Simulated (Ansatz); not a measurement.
## Mo under a change: uniaxial strain ε_zz = +2.50 %

Start from Mo in the bcc (W type) structure (space group Im-3m, No. 229; a = 3.112 Å; relaxed with 0.1 eV smearing). Axes: x, y, z lie along the cube axes.

Now apply this change: the cell is stretched by 2.50 % along z with no lateral relaxation, atoms relaxed at fixed cell.

Calculations: LDA/PAW in Ansatz (a quantum-chemistry and plane-wave program), no spin-orbit coupling. k-mesh 30×30×30 (Γ-centred); smearing 0.1 eV (Fermi–Dirac).

The volume per atom grows by 0.38 Å³ to 15.44 Å³ and the space group goes from Im-3m (No. 229) to I4/mmm (No. 139). The shortest interatomic distance goes up by 0.0226 Å (2.695 Å → 2.717 Å) and the energy grows by 14 meV/atom. The pressure (mean of the normal stresses, compression positive) goes from zero to -6.8 GPa and the band gap remains zero. The stress (xx, yy, zz, yz, xz, xy; compression positive) is (-4.2, -4.2, -11.8, 0.0, 0.0, 0.0) GPa.

Final structure:

```
CELL_PARAMETERS angstrom
     -1.55576     1.55576     1.59466
      1.55576    -1.55576     1.59466
      1.55576     1.55576    -1.59466
ATOMIC_POSITIONS crystal
  Mo 0.00000 0.00000 0.00000
```

Whether these cells are dynamically stable was not tested. All final runs are without spin polarisation.
